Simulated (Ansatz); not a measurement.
# Response to strain in SnO2

Base system: SnO₂ in the rutile structure (space group P4_2/mnm, No. 136; a = 4.769 Å, c = 3.212 Å). Axes: x, y, z lie along a, b, c of the conventional cell.

Strains are applied to the cell and any free atomic positions relax; under stress the whole cell relaxes.

All numbers come from PBEsol, PAW, 420 eV (Ansatz, an electronic-structure program; no spin-orbit coupling).

Notes on the quantities. energy relative to the base: free energy F.

| case | band gap | volume per atom | energy relative to the base | space group |
|---|---|---|---|---|
| base | 0.92 eV | 12.18 Å³ | 0 meV/atom | P4_2/mnm (No. 136) |
| isotropic strain +3.67 % | zero | 13.57 Å³ | +78 meV/atom | P4_2/mnm (No. 136) |
| uniaxial strain ε_zz = −0.67 % | 1.01 eV | 12.09 Å³ | +0.7 meV/atom | P4_2/mnm (No. 136) |
| uniaxial strain ε_zz = +3.48 % | 0.45 eV | 12.60 Å³ | +17 meV/atom | P4_2/mnm (No. 136) |
| uniaxial stress, 3 GPa tension along z | (withheld) | (withheld) | (withheld) | P4_2/mnm (No. 136) |
| tensor shear ε_yz = +3.83 % | 0.89 eV | 12.16 Å³ | +20 meV/atom | P2_1/c (No. 14) |

Task: Complete the table.

Result: 
- uniaxial stress, 3 GPa tension along z, band gap: 0.85 eV
- uniaxial stress, 3 GPa tension along z, volume per atom: 12.21 Å³
- uniaxial stress, 3 GPa tension along z, energy relative to the base: +1.1 meV/atom

Beyond what the load breaks, stability against distortions was not tested. All final runs are without spin polarisation. Gaps under 0.05 eV, about the width of the smearing, are given as zero. A zero or small gap of SnO2 under isotropic strain +3.67 % can be the functional's error rather than a property of the material.
